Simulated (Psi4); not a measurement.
Psi4 1.11, unrestricted PBE0/def2-svp: Cu(fmdH)2 (C1[NH][Cu]2([NH]C=[NH]->2)<-[NH]=1), charge 0, multiplicity 2, 13 atoms. The geometry is a generated start, not checked to be a minimum at this level.

- task = energy
- method = pbe0
- basis = def2-svp
- memory = 3 GB
- maxiter = 100
- keys of the molecule block = symmetry c1
- scf_type = df (default)
- e_convergence = 1e-06 (default)
- d_convergence = 1e-06 (default)
- dft_radial_points = 75 (default)
- dft_spherical_points = 302 (default)
- basis functions = 145
- grid points = 278555

```xyz
13

Cu    -0.0029     0.0005     0.0036
C      0.1689     2.3439    -0.0109
N     -0.9649     1.6981    -0.0134
N      1.1981     1.5419    -0.0062
H      0.2473     3.4320    -0.0200
H     -1.8375     2.2014    -0.0175
H      2.1336     1.9159    -0.0086
C     -0.1676    -2.3402     0.0117
N      0.9648    -1.6936     0.0258
N     -1.2006    -1.5431     0.0006
H     -0.2441    -3.4294     0.0144
H      1.8357    -2.1992     0.0339
H     -2.1310    -1.9282    -0.0134
```

Charge 0 and multiplicity 2 are set for this test and not shown to be the ground state.

With the defaults (diis = true, scf_initial_accelerator = adiis, damping_percentage = 0, guess = auto, which took SAD, diis_start = 1, diis_max_vecs = 10) it converges in 16 SCF iterations. One run each on 2 threads, with these changes:
- damping_percentage = 20
- scf_initial_accelerator = none
- guess = sadno
- guess = sapgau
- diis = false, scf_initial_accelerator = none, damping_percentage = 60
- diis_start = 4
- diis_max_vecs = 6
- guess = modhuckel
- guess = sap

### Question
Which of these changes keep the SCF from converging, or lead it to another solution?

### Answer
No convergence: diis = false, scf_initial_accelerator = none, damping_percentage = 60 (the run ends without SCF convergence in 100 iterations). The rest reach the solution of the defaults.

```tsv
setting	SCF iterations	end
guess = sapgau	12	same solution
guess = sap	14	same solution
the defaults	16	same solution
guess = sadno	16	same solution
guess = modhuckel	16	same solution
diis_max_vecs = 6	16	same solution
scf_initial_accelerator = none	19	same solution
damping_percentage = 20	26	same solution
diis_start = 4	31	same solution
diis = false, scf_initial_accelerator = none, damping_percentage = 60	100	no convergence
```

1 further run of the study ended by our limits or in an error and is left out.
